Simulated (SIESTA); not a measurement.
Band structure of CdSe (P6_3mc, 4 atoms in the cell).

```
CdSe
1.0
    4.32827     0.00000     0.00000
   -2.16414     3.74839     0.00000
    0.00000     0.00000     7.06077
Cd Se
2 2
Direct
  0.66667   0.33333   0.49995
  0.33333   0.66667   0.99995
  0.66667   0.33333   0.87591
  0.33333   0.66667   0.37591
```

Method of the run: GGA PBE, numerical atomic orbitals DZP, PseudoDojo PBE standard norm-conserving potentials (rewritten from UPF to PSML) in SIESTA.

Settings: XC.functional = GGA; XC.authors = PBE; potentials = PseudoDojo PBE standard; PAO.BasisSize = DZP; PAO.EnergyShift = 0.01 Ry; MeshCutoff = 300 Ry; kgrid.MonkhorstPack = 5 5 3; OccupationFunction = FD; ElectronicTemperature = 116.05 K; MaxSCFIterations = 150; SCF.Mixer.Method = Pulay; SCF.Mixer.Weight = 0.1; SCF.Mixer.History = 8; SCF.DM.Tolerance = 1.0E-05.

The starting cell comes from a database of computed structures (which also holds hypothetical and non-ambient phases and stackings), without a prior relaxation at this level. Its lattice was rescaled by a random factor within 2.5 % of one. Values carry the incompleteness of an atom-centred basis.

Task: Predict the gap along the standard path and the places of the band edges.

Result: The gap along the path is 0.86 eV, direct at Γ to within 0.01 eV.

Levels in eV from the top of the valence band on the path, bands 33 to 37:
| point | 33 | 34 | 35 | 36 | 37 |
|---|---|---|---|---|---|
| Γ | -0.74 | -0.04 | 0.00 | 0.00 | 0.86 |
| M | -2.60 | -1.81 | -1.28 | -0.73 | 3.49 |
| K | -2.99 | -1.82 | -1.82 | -1.63 | 4.98 |
| A | -0.38 | -0.38 | -0.38 | -0.38 | 2.62 |
| L | -1.31 | -1.31 | -1.30 | -1.30 | 3.29 |
| H | -2.38 | -2.38 | -1.07 | -1.07 | 4.17 |

Higher empty bands are left out: an atom-centred basis made for the valence describes them poorly.
